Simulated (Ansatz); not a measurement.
**Several settings converged on Fe2Si (P3m1, 6 atoms in the cell)**

```xyz
6
Lattice="3.9116 0.0000 0.0000 -1.9558 3.3876 0.0000 0.0000 0.0000 4.8319" Properties=species:S:1:pos:R:3 pbc="T T T"
Fe     0.0000     2.2584     3.3312
Fe     1.9558     1.1292     1.5507
Fe     0.0000     0.0000     2.4159
Fe     0.0000     0.0000     0.0000
Si     1.9558     1.1292     3.9564
Si     0.0000     2.2584     0.8754
```
Moments meant for the start (each program seeds them in its own way; μB, in the order of the atoms Fe Fe Fe Fe Si Si): 4.0 4.0 4.0 4.0 0.0 0.0.

Base method: PBEsol, default PAW files made with PBE (plane waves; Ansatz, a program for electronic structure).

Base settings: basis.ecutwfc = 420 eV; kpoints.mp_grid.grid = 7 7 5; hamiltonian.xc = pbesol; hamiltonian.pseudopotentials = {kind: paw} (the program's default PAW files); magnetization.spin_polarized = true; scf.occupations.method = fermi_dirac; scf.occupations.width = 0.1 eV.

The count of work is k-points × plane waves × bands × iterations; it is no time. 

**The k-point mesh**

Only quantities that move along the ladder and can be compared are tabulated.

The magnetic state is not the same in all runs (site moments differ, or a search went on to a lower state), so steps between rows are not convergence errors alone.

```csv
kpoints.mp_grid.grid,free energy less the last step's (meV/atom),pressure (GPa),largest difference of a force vector from the last step's (eV/Å),net moment (μB/atom),count of work / last
2 2 1,35.71,-7.09,0.286,0.713,0.014
2 2 2,-48.78,-6.22,0.393,0.760,0.025
3 3 2,7.95,-5.87,0.110,0.670,0.035
5 5 3,-2.40,-5.80,0.049,0.704,0.070
6 6 4,0.76,-5.83,0.012,0.697,0.14
7 7 5,-0.36,-5.84,0.003,0.697,0.19
8 8 6,0.14,-5.82,0.003,0.697,0.31
13 13 9,0.00,-5.83,0.000,0.697,1.0
```

Coarsest kpoints.mp_grid.grid that holds the net moment within 0.02 μB/atom of the last step, with all finer ones: 5 5 3, at 0.070 of the last step's count of work; the step before is off by 0.027 μB/atom.

Coarsest kpoints.mp_grid.grid that holds the free energy within 0.5 meV/atom of the last step, with all finer ones: 7 7 5, at 0.19 of the last step's count of work; the step before is off by 0.76 meV/atom.

Coarsest kpoints.mp_grid.grid that holds the forces within 0.01 eV/Å of the last step, with all finer ones: 7 7 5, at 0.19 of the last step's count of work; the step before is off by 0.012 eV/Å.

**The k-point mesh at a smearing width of 0.05 eV**

In this ladder: scf.occupations.width = 0.05 eV.

Only quantities that move along the ladder and can be compared are tabulated.

```csv
kpoints.mp_grid.grid,free energy less the last step's (meV/atom),pressure (GPa),largest difference of a force vector from the last step's (eV/Å),net moment (μB/atom),count of work / last
4 4 3,-1.98,-6.36,0.086,0.662,0.034
6 6 4,0.91,-6.08,0.018,0.680,0.089
9 9 6,0.07,-6.08,0.005,0.676,0.23
13 13 9,0.01,-6.08,0.000,0.676,0.56
16 16 11,0.00,-6.08,0.000,0.676,1.0
```

Coarsest kpoints.mp_grid.grid that holds the free energy within 1 meV/atom of the last step, with all finer ones: 6 6 4, at 0.089 of the last step's count of work; the step before is off by 2.0 meV/atom.

Coarsest kpoints.mp_grid.grid that holds the net moment within 0.01 μB/atom of the last step, with all finer ones: 6 6 4, at 0.089 of the last step's count of work; the step before is off by 0.014 μB/atom.

Coarsest kpoints.mp_grid.grid that holds the forces within 0.02 eV/Å of the last step, with all finer ones: 6 6 4, at 0.089 of the last step's count of work; the step before is off by 0.086 eV/Å.

**The SCF threshold**

The mesh stays at the base's, so the ladder's end is converged at best in this setting alone.

Only quantities that move along the ladder and can be compared are tabulated.

```csv
scf.convergence.dr2_threshold,free energy less the last step's (meV/atom),largest difference of a force vector from the last step's (eV/Å),count of work / last
0.1 eV,1.00,0.017,0.38
0.001 eV,0.15,0.003,0.42
1e-05 eV,0.00,0.001,0.58
1e-07 eV,0.00,0.000,0.67
1e-12 eV,0.00,0.000,1.0
```

Coarsest scf.convergence.dr2_threshold that holds the forces within 0.005 eV/Å of the last step, with all finer ones: 0.001 eV, at 0.42 of the last step's count of work; the step before is off by 0.017 eV/Å.

Coarsest scf.convergence.dr2_threshold that holds the free energy within 0.5 meV/atom of the last step, with all finer ones: 0.001 eV, at 0.42 of the last step's count of work; the step before is off by 1.00 meV/atom.

On the base run: the starting cell comes from a database of computed structures (which also holds hypothetical and non-ambient phases and stackings), without a prior relaxation at this level. Its lattice was rescaled by up to half a per cent. One atom was moved a little off its site on purpose. The magnetic order is the one reached from the typed start; others were not searched systematically. In the base run, with a pressure of about -6 GPa the cell is away from its equilibrium volume at this level. Ansatz's pressure includes its estimate of the finite-basis (Pulay) stress.

Keys are those of Ansatz 0.2.
